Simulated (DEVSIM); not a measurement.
Structure: Au/SiON/p-InP capacitor, at 300 K.

Layer 1 from the left is SiON, thickness (nm) 8.10. Layer 2 from the left is InP, thickness (nm) 2000, Na (cm⁻³) 1e17.

Metal gate on the left, work function 5.1 eV. Fixed charge at the semiconductor interface -6.7e10 cm⁻² (in units of +e); no interface traps.

This is a model device: material constants are rounded textbook-type values typed into the input, and sizes, dopings and lifetimes were drawn at random. Values at 300 K.

SiON: gap (eV) 7, affinity (eV) 1.4, permittivity 5.5. InP: gap (eV) 1.344, affinity (eV) 4.38, permittivity 12.5, Nc (cm⁻³) 5.7e17, Nv (cm⁻³) 1.1e19.

Simulated with DEVSIM: 1D Poisson equation in equilibrium, Boltzmann statistics, complete ionisation; no quantum confinement or tunnelling. Metal contacts follow the ideal Schottky-Mott rule: no Fermi-level pinning, no interface dipoles.

Problem. What does the simulation give for the minimum of the low-frequency capacitance, the flat-band voltage, the threshold voltage (band bending 2φF)?

Solution. minimum of the low-frequency capacitance 0.0810 μF/cm²; flat-band voltage -0.48 V; threshold voltage (band bending 2φF) 1.03 V.
